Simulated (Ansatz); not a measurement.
Functionals compared on a constructed model of the (110) surface of bcc Fe, ferromagnetic, a pseudomorphic layer of Zn in the host's stacking (bottom of the slab: a bare face, its two planes held), in Ansatz (plane waves, PAW). The structure was relaxed with PBE; the other rows are single points on it. Cutoff 420 eV.

Model: 7-atom slab, 12.3 Å thick at the start, 16x16x1 mesh, Fermi-Dirac 0.1 eV, dipole correction, 2 atoms held, the rest relaxed; start symmetry kept, larger cells not searched; spin-polarised, ending with about 13.5 μB a cell; orders that need a larger cell were not tried, no spin-orbit, no U. It is one candidate, not shown to be the stable structure of the face. These notes are the PBE run's.

```
functional  work function of the top face (eV)  magnetic moment of the cell (μB)  rough cost of the single point
----------  ----------------------------------  --------------------------------  ------------------------------
PBE                                       4.62                             13.48                               –
RPBE                                      4.48                             13.67     very roughly 5 core-minutes
```

Ansatz is a first-principles code.
